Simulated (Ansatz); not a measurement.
Consider HgS (space group P3_221, No. 154; a = 4.465 Å, c = 9.758 Å; made of chains).

(Cell as relaxed with PBE.)

Levels (all Ansatz, a program for electronic structure, PAW): PBE (420 eV, no spin-orbit coupling); PBEsol (420 eV, no SOC).

Each level relaxes its own structure.

| base | PBE | PBEsol |
|---|---|---|
| volume per atom | 28.08 Å³ | 23.26 Å³ |
| lattice parameter a | 4.465 Å | 4.139 Å |
| band gap | 1.83 eV | 1.23 eV |

One thing is altered: cell and atoms relaxed at a pressure of 7 GPa.

| quantity | PBE | PBEsol |
|---|---|---|
| lattice parameter a | 3.978 Å | … |
| c/a ratio | 2.339 | … |

Q: Given the PBE results, estimate those of PBEsol.

A: 
- lattice parameter a, PBEsol: 3.885 Å
- c/a ratio, PBEsol: 2.360

PBE's lattice parameter a lies 0.0936 Å above PBEsol's (2.4 %); PBE's c/a ratio lies 0.021 below PBEsol's. Neither level is exact; PBEsol is the comparison here, not a measurement.

Spin-orbit coupling, missing from the scalar runs, can matter with Hg. Load acts through the strain it causes; cell and atoms are relaxed under it. No phonon test of stability was made. No other phases were tried under pressure. No dispersion term is included, though the crystal is made of layers, chains or molecules, so its spacings can come out too wide.
